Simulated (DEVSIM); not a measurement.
Device: Al/La2O3/SiO2/p-Si capacitor, at 250 K.

```tsv
layer (left to right)	material	thickness (nm)	Na (cm⁻³)
1	La2O3	20.0	-
2	SiO2	0.890	-
3	Si	1300	2e17
```

Metal gate on the left, work function 4.1 eV. Fixed charge at the semiconductor interface -8.4e10 cm⁻² (in units of +e); no interface traps.

Constants are typed, rounded textbook-type inputs, not results; the design itself was drawn at random and stands for no fabricated device. Values at 300 K; Nc and Nv go as T^1.5, mobilities as T to minus their exponent, the gap by Varshni's rule with the affinity fixed.

```tsv
parameter	La2O3	SiO2	Si
gap (eV)	5.8	9	1.124
affinity (eV)	1.8	0.9	4.05
permittivity	27	3.9	11.7
Nc (cm⁻³)	-	-	2.86e19
Nv (cm⁻³)	-	-	3.1e19
Varshni α (eV/K)	-	-	0.000473
Varshni β (K)	-	-	636
```

Model (solved in DEVSIM): 1D Poisson equation in equilibrium, Boltzmann statistics, complete ionisation; no quantum confinement or tunnelling. Metal contacts follow the ideal Schottky-Mott rule: no Fermi-level pinning, no interface dipoles.

The temperature was swept, all else fixed.

```csv
temperature (K),threshold voltage (band bending 2φF) (V),minimum of the low-frequency capacitance (μF/cm²),flat-band voltage (V)
250,0.24,0.125,-0.97
300,0.20,0.132,-0.93
350,0.16,0.139,-0.89
400,0.12,0.149,-0.84
450,0.08,0.160,-0.80
500,0.03,0.174,-0.75
```

From the first row to the last the threshold voltage (band bending 2φF) goes from 0.24 to 0.03. From the first row to the last the minimum of the low-frequency capacitance goes from 0.125 to 0.174.
